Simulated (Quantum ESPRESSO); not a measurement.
Quantum ESPRESSO run on K (Im-3m, 1 atom in the cell): self-consistent single point.

Level of theory: PBE, PSlibrary PAW (PBE) pseudopotentials (plane waves; Quantum ESPRESSO).

```
CELL_PARAMETERS angstrom
     -2.67058     2.67058     2.67058
      2.67058    -2.67058     2.67058
      2.67058     2.67058    -2.67058
ATOMIC_POSITIONS crystal
  K  0.00000 0.00000 0.00000
```

Reference input (self-consistent single point, DFT, PBE, plane waves, PSlibrary PAW (PBE) pseudopotentials): ecutwfc = 50 Ry; ecutrho = 350 Ry; occupations = smearing; smearing = gaussian; degauss = 0.0073499 Ry; potentials = {K: K.pbe-spn-kjpaw_psl.1.0.0.UPF}; K_POINTS = automatic 9 9 9 0 0 0; conv_thr = 1e-09 Ry; mixing_beta = 0.7. This run's input differs from it in these lines:

```diff
@@ -27,3 +27,3 @@
 K_POINTS {automatic}
-9 9 9  0 0 0
+21 21 21  0 0 0
 CELL_PARAMETERS {angstrom}
```

The program printed (abridged):

```
     Self-consistent Calculation

     iteration #  1     ecut=    50.00 Ry     beta= 0.70

     Threshold (ethr) on eigenvalues was too large:
     Diagonalizing with lowered threshold

     c_bands:  1 eigenvalues not converged
     c_bands:  1 eigenvalues not converged
     c_bands:  1 eigenvalues not converged
     c_bands:  1 eigenvalues not converged
     c_bands:  1 eigenvalues not converged
     c_bands:  1 eigenvalues not converged
     c_bands:  1 eigenvalues not converged
     c_bands:  1 eigenvalues not converged

     total energy              =    -113.01042932 Ry
     estimated scf accuracy    <       0.00119511 Ry

   [... lines left out ...]
     estimated scf accuracy    <       0.00009461 Ry

     iteration #  3     ecut=    50.00 Ry     beta= 0.70

     total energy              =    -113.01064513 Ry
     estimated scf accuracy    <       0.00000629 Ry

     iteration #  4     ecut=    50.00 Ry     beta= 0.70

     total energy              =    -113.01064574 Ry
     estimated scf accuracy    <       0.00000006 Ry

     iteration #  5     ecut=    50.00 Ry     beta= 0.70
     c_bands:  1 eigenvalues not converged

     total energy              =    -113.01064576 Ry
     estimated scf accuracy    <          3.6E-09 Ry

     iteration #  6     ecut=    50.00 Ry     beta= 0.70
     End of self-consistent calculation

     Number of k-points >= 100: set verbosity='high' to print the bands.

     the Fermi energy is     1.6664 ev

!    total energy              =    -113.01064576 Ry
     estimated scf accuracy    <          5.2E-12 Ry
     smearing contrib. (-TS)   =      -0.00030576 Ry
     internal energy E=F+TS    =    -113.01034000 Ry

     convergence has been achieved in   6 iterations

     Forces acting on atoms (cartesian axes, Ry/au):

     atom    1 type  1   force =     0.00000000    0.00000000    0.00000000

     Total force =     0.000000     Total SCF correction =     0.000000

          total   stress  (Ry/bohr**3)                   (kbar)     P=       -1.88
  -0.00001277  -0.00000000  -0.00000000           -1.88       -0.00       -0.00
  -0.00000000  -0.00001277  -0.00000000           -0.00       -1.88       -0.00
  -0.00000000  -0.00000000  -0.00001277           -0.00       -0.00       -1.88

   JOB DONE.
```

The run converged in 6 iterations. Against the reference run the free energy rises by 2.9 meV/atom and the pressure stays at -0.19 GPa. The full log also holds: “c_bands:  1 eigenvalues not converged”.

The starting cell comes from a database of computed structures (which also holds hypothetical and non-ambient phases and stackings), without a prior relaxation at this level. Its lattice was rescaled by a random factor within 2.5 % of one.

Cost on one core of a shared machine: roughly 50 s.
